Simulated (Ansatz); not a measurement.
## PtSe2: stress against strain

PtSe2 (1T layered, P-3m1, 19.804 Å³/atom and stress up to 0.01 GPa in the relaxed cell, c along z) under an equal strain ε in the (0001) plane with the normal axis free, as in a coherent film. PBE-D3(BJ) in Ansatz, a plane-wave DFT program (PAW, default set), 420 eV, 18×18×12 Γ-centred mesh, Fermi-Dirac smearing 0.10 eV; ions are relaxed, or left where forces stay under 0.02 eV/Å, within the symmetry of each cell. Against the start cell, which lies near the measured one, the relaxed cell differs by -2.9 % in volume and -5.1 % in c; the values below rest on it. Stress is positive for a compressed cell.

Here s stands for strain and y for stress xx.

```csv
strain (%),stress xx (GPa)
-3.00,?
-1.50,2.93
-1.00,1.95
-0.50,0.97
0.00,-0.01
0.50,-0.97
1.00,-1.91
1.50,-2.84
```

### Question
Using a straight line, estimate the missing y at s = -3.00 from the other rows, showing the fit.

### Answer
Means: s 0, y 0.017. About the means, the sum of products is -13.485 and the sum of squares of s is 7.0000; the slope is their ratio. Least squares gives y = 0.017 - 1.9264·s. Residuals (row less fit): 0.023, 0.007, -0.010, -0.027, -0.024, -0.001, 0.033; standard error 0.025 (degrees of freedom: 5). The slope gives the biaxial elastic modulus of this plane = 192.6 ± 0.9 GPa (± standard error of the fit, which holds the terms cut off). At the withheld row, y = 0.017 - 1.9264 × (-3.0) = 5.796 GPa. The calculation gives 5.89 GPa, 0.094 GPa above the prediction (1.1 % of the range of y in the table). The row lies outside the fitted rows, so this is an extrapolation. From the scatter of the fitted rows alone, a prediction at this place has a standard error of 0.039 GPa, so the miss is 2.4 times that.

A polynomial of degree 2 through the 12 other runs of the series gives 5.96 there. This level leaves no gap over 0.05 eV at strain -3.00, -1.50, -1.00, -0.50, 0.00, 0.50, 1.00, 1.50 %. Spin-orbit coupling is left out, which can shift these values for the heavy elements here. Rows are the converged runs of the series near zero and its far end, less any whose ions stayed unrelaxed beside relaxed ones; series whose fitted rows scatter by over a few per cent of the range, as at a crossing or softening among them, aren't shown in this form. Most that stay on the fit to the last digits aren't either.
